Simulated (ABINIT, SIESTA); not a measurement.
A SIESTA input for a self-consistent single point of ZrH (P4_2/mmc, 4 atoms in the cell) (DFT, GGA PBEsol, numerical atomic orbitals DZP, PseudoDojo PBEsol standard norm-conserving potentials (rewritten from UPF to PSML)):

```
# files in the folder: Zr.psml H.psml (PseudoDojo PBEsol standard)
SystemName  ZrH
SystemLabel ZrH

NumberOfAtoms                4
NumberOfSpecies              2
%block ChemicalSpeciesLabel
  1 40 Zr
  2 1 H
%endblock ChemicalSpeciesLabel
LatticeConstant              1.0 Bohr
%block LatticeVectors
     6.173669109    0.000000000    0.000000000
     0.000000000    6.173669109    0.000000000
     0.000000000    0.000000000    9.543086694
%endblock LatticeVectors
AtomicCoordinatesFormat      Ang
%block AtomicCoordinatesAndAtomicSpecies
     0.000000000    1.633482500    2.524992000  1
     1.633482500    0.000000000    0.000000000  1
     1.633482500    1.633482500    1.262496000  2
     1.633482500    1.633482500    3.787488000  2
%endblock AtomicCoordinatesAndAtomicSpecies

XC.functional                GGA
XC.authors                   PBEsol
PAO.BasisSize                DZP
PAO.EnergyShift              0.01 Ry
MeshCutoff                   350 Ry
%block kgrid.MonkhorstPack
    7   0   0  0.0
    0   7   0  0.0
    0   0   5  0.0
%endblock kgrid.MonkhorstPack
OccupationFunction           FD
ElectronicTemperature        0.05 eV

MaxSCFIterations             150
SCF.Mixer.Method             Pulay
SCF.Mixer.Weight             0.2
SCF.Mixer.History            6
SCF.DM.Tolerance             1.0E-04
Diag.ParallelOverK           true
WriteForces                  true
```

Task: Translate this input to ABINIT.

Result: This is the input that was run; spellings and numerical settings could be chosen otherwise.

```
# ZrH, PseudoDojo nc-sr-04 PBEsol standard
pp_dirpath "./"
pseudos "Zr.upf, H.upf"
acell 3.2669650000 3.2669650000 5.0499840000 Angstrom
rprim
         1.0000000000    0.0000000000    0.0000000000
         0.0000000000    1.0000000000    0.0000000000
         0.0000000000    0.0000000000    1.0000000000
natom 4
ntypat 2
znucl 40 1
typat 1 1 2 2
xcart
         0.0000000000    3.0868345544    4.7715433469
         3.0868345544    0.0000000000    0.0000000000
         3.0868345544    3.0868345544    2.3857716734
         3.0868345544    3.0868345544    7.1573150203
ecut 36 Ha
ixc -116133
occopt 3
tsmear 0.00183747
nband 18
kptopt 1
ngkpt 7 7 5
nshiftk 1
shiftk 0 0 0
nstep 100
toldfe 1.0e-09
prtwf 0
prtden 0
prtvol 1
```

Basis settings and potentials, where a program has them, do not carry over. This input uses DFT, PBEsol, plane waves, norm-conserving pseudopotentials (PseudoDojo nc-sr-04 PBEsol standard). Both were run: pressure -8.31 GPa in SIESTA and -6.27 in ABINIT.

On ABINIT: the starting cell comes from a database of computed structures (which also holds hypothetical and non-ambient phases and stackings), without a prior relaxation at this level. Its lattice was rescaled by a random factor within 2.5 % of one. With a pressure of about -6 GPa the cell is away from its equilibrium volume at this level.

On SIESTA: the starting cell comes from a database of computed structures (which also holds hypothetical and non-ambient phases and stackings), without a prior relaxation at this level. Its lattice was rescaled by a random factor within 2.5 % of one. Values carry the incompleteness of an atom-centred basis. With a pressure of about -8 GPa the cell is away from its equilibrium volume at this level.
